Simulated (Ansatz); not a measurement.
The starting structures come from a database of crystals and need not be the phases stable at ambient conditions.

 Where the default PAW files enter, the runs use the earlier of Ansatz's two default sets.

Consider the following.

```
CELL_PARAMETERS angstrom
      5.96987     0.00000     0.00000
     -2.98493     5.17006     0.00000
      2.98493     1.72335     4.87438
ATOMIC_POSITIONS crystal
  Rb 0.50000 0.25000 0.25000
  Rb 0.50000 0.75000 0.75000
  Ge 0.00000 0.00000 0.00000
  F  0.42910 0.21455 0.78545
  F  0.57090 0.78545 0.21455
  F  0.00000 0.21455 0.78545
  F  0.00000 0.78545 0.21455
  F  0.00000 0.78545 0.78545
  F  0.00000 0.21455 0.21455
```

Space group of this cell: Fm-3m. The cell is taken as given.

Transport runs along the normal of the first two printed cell vectors, the (111) plane of the conventional cell.

The gap is the functional's own. No spin-orbit coupling. Mid-gap values are interpolated on the energy grid.

Task: Compute, with r2SCAN (Ansatz, a first-principles code), the band gap and the smallest decay constant κ at mid-gap.

Result: Gap 7.31 eV on a 8×8×8 mesh; κ = 0.563 1/Å, at the zone centre.
